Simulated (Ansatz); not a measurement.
# A self-consistent single point of KTaO3 (Pm-3m, 5 atoms in the cell) with Ansatz

Level of theory: PBE (plane waves, PAW; Ansatz, a program for electronic structure).

Input:

Ansatz 0.2 input:
```yaml
# KTaO3
crystal:
  lattice:
    - [4.009950, 0.000000, 0.000000]
    - [0.000000, 4.009950, 0.000000]
    - [0.000000, 0.000000, 4.009950]
  atoms:
    - { symbol: K, position_ang: [0.000000, 0.000000, 0.000000] }
    - { symbol: Ta, position_ang: [2.004975, 2.004975, 2.004975] }
    - { symbol: O, position_ang: [2.004975, 0.000000, 2.004975] }
    - { symbol: O, position_ang: [0.000000, 2.004975, 2.004975] }
    - { symbol: O, position_ang: [2.004975, 2.004975, 0.000000] }
basis:
  ecutwfc: 420.0
kpoints:
  mp_grid: { grid: [6, 6, 6] }
hamiltonian:
  xc: pbe
  pseudopotentials: { kind: paw }
scf:
  occupations: { method: fermi_dirac, width: 0.02 }
output:
  forces: true
  eigenvalues: true
  stress: true
```

Output (repeated stretches shortened):

```
WARN ansatz: RAYON_NUM_THREADS=1 ignored (pool sized by the plan → 1); use --threads N
Pseudopotentials: kind: paw
Pseudopotential: K, paw, valence charge 9
Pseudopotential: Ta, paw, valence charge 13
Pseudopotential: O, paw, valence charge 6
Crystal: 5 atoms, lattice volume = 64.479 Å³
Basis set: ecut = 420 eV, 1237 PW (Γ), exchange–correlation on 54×54×54 points (8 copies of the dense FFT grid, shifted against one another)
Bands: 25, of which v1, the nominal top of the filled ones, is band 20 counted from 1 (19 counted from 0)
Symmetry: 48 space group operations
Space group: Pm-3m (ITA 221), of the structure as read, at distance tolerance 4.0e-5 Å
k-points: 20 of 216
Initial density: superposition of atomic densities (neutral atoms: chi_scale 0, normalization atom), corrected by the library's trained network
Initial wavefunctions: pseudopotential atomic-orbital guess
Eigensolver: davidson
Functional: x = pbe(κ = 0.804, μ = 0.2195149727645171), c = pbe(β = 0.06672455060314922)
SCF iter   1: F=—  HF=-13178.222388 eV  |F-HF|=—  |Δ(HF+E_count)|=         —  Δρ=1.01e-3  dr2=2.12e-4  ethr=1.77e-3  ⟨swp⟩=6.4  Hψ=2470  notcnv=0
all-band conjugate gradients solve this SCF's bands
preconditioner: auto → Resta (q_TF=auto, 2.520 Å⁻¹)
SCF iter   2: F=—  HF=-13178.222869 eV  |F-HF|=—  |Δ(HF+E_count)|=   4.80e-4  Δρ=5.17e-4  dr2=5.31e-5  ethr=5.31e-7  ⟨swp⟩=2.0  Hψ=1095  notcnv=0  defer=4
SCF iter   3: F=—  HF=-13178.224177 eV  |F-HF|=—  |Δ(HF+E_count)|=   1.31e-3  Δρ=2.55e-4  dr2=1.18e-5  ethr=1.33e-7  ⟨swp⟩=2.3  Hψ=790  notcnv=0  defer=4
SCF iter   4: F=—  HF=-13178.224231 eV  |F-HF|=—  |Δ(HF+E_count)|=   5.33e-5  Δρ=3.14e-5  dr2=6.34e-7  ethr=2.96e-8  ⟨swp⟩=2.5  Hψ=917  notcnv=0  defer=4
SCF iter   5: F=—  HF=-13178.224231 eV  |F-HF|=—  |Δ(HF+E_count)|=   3.61e-7  Δρ=1.23e-5  dr2=1.04e-7  ethr=1.58e-9  ⟨swp⟩=2.2  Hψ=783  notcnv=0  defer=4
SCF iter   6: F=-13178.224231 eV  HF=-13178.224231 eV  |F-HF|=2.13e-9  |Δ(HF+E_count)|=   1.28e-9  Δρ=2.76e-6  dr2=4.70e-9  ethr=2.50e-10  ⟨swp⟩=7.0  Hψ=1881  notcnv=0
SCF 1 converged in 6 iterations: F = -13178.224231 eV  dr2 = 4.70e-9
SCF converged after 6 iterations
Free energy (F): -13178.224231 eV
Harris-Foulkes:  -13178.224231 eV  (|F-HF|=2.13e-9)
Internal energy: -13178.224231 eV  (E = F + TS)
E sigma→0 (E₀):  -13178.224231 eV
Fermi energy:    9.667275 eV
--- Per-component energies (eV) ---
  E_band       = -260.788662
  E_kinetic    = 1144.727995
  E_local      = -2242.815356  (includes V_loc(G=0)·N_el)
  E_nonlocal   = 170.239869
  E_hartree    = 784.184881
  E_xc         = -575.711388
  E_vxc        = -652.336872  (∫ρ·V_xc dr)
  E_paw        = -9652.752915  (= ΣΔE_a)
  E_vpaw       = -248.981470  (= ΣTr[D̂ρ^β])
  E_aug_tail   = 0.007467  (compensation charges beyond the density's cutoff)
  E_ewald      = -2806.104784
  E_smearing   = -0.000000  (= −TS)
  E_closure    = 0.000000  (closes the sum)
  Σ components = -13178.224231   (vs F -13178.224231, Δ=0.00e0)
--- Forces (eV/Å), atoms counted from 1 ---
  atom   1  K      0.00000000    -0.00000000     0.00000000
   [... zero for the other atoms too ...]
  max |Σ_I F_I| component: 3.99e-28 eV/Å
--- Stress (GPa, compression-positive) ---
        2.082830       0.000000      -0.000000
        0.000000       2.082830       0.000000
        0.000000       0.000000       2.082830
  P = ⅓ Tr σ = 2.0828 GPa (20.828 kbar)
  The stress holds the Pulay correction. Without it, at fixed plane waves, as pw.x and ABINIT print it: P = 1.5357 GPa
--- Band table (eV; the first three rows and the last of 20) ---
  k-point 0: bands = ["-59.0197", "-25.5177", "-25.5177", "-25.5177", "-18.7533", "-8.9011", "-8.2138", "-8.2138", "-2.2983", "-2.2983", "-2.2983", "6.1562", "6.1562", "6.1562", "7.5413", "7.5413", "7.5413", "7.9497", "7.9497", "7.9497", "10.7522", [...]
  k-point 1: bands = ["-59.0197", "-25.5387", "-25.5169", "-25.5169", "-18.7470", "-8.8331", "-8.2083", "-8.0667", "-2.2892", "-2.2892", "-2.2651", "5.4908", "6.1298", "6.1298", "7.1506", "7.1506", "7.2991", "7.4244", "7.8402", "7.8402", "10.7886", [...]
  k-point 2: bands = ["-59.0195", "-25.5800", "-25.5152", "-25.5152", "-18.7344", "-8.7910", "-8.1974", "-7.6259", "-2.2709", "-2.2709", "-2.1980", "3.9657", "6.0829", "6.0829", "6.5324", "6.5324", "6.6818", "7.2065", "7.7610", "7.7610", "10.8639", [...]
  k-point 19: bands = ["-59.0188", "-25.5924", "-25.5924", "-25.5924", "-18.7004", "-7.3239", "-7.3239", "-7.3239", "-2.5395", "-2.5395", "-2.5395", "3.1010", "3.2721", "3.2721", "4.7287", "4.7287", "4.7287", "8.5666", "8.5666", "8.5666", "14.9307", [...]
```

The run converged in 6 iterations.

The starting cell has typed, rounded lattice constants, without a prior relaxation at this level. Its lattice was rescaled by up to half a per cent. Spin-orbit coupling is off. Ansatz's pressure includes its estimate of the finite-basis (Pulay) stress. Without the estimate this run gives 1.54 GPa.
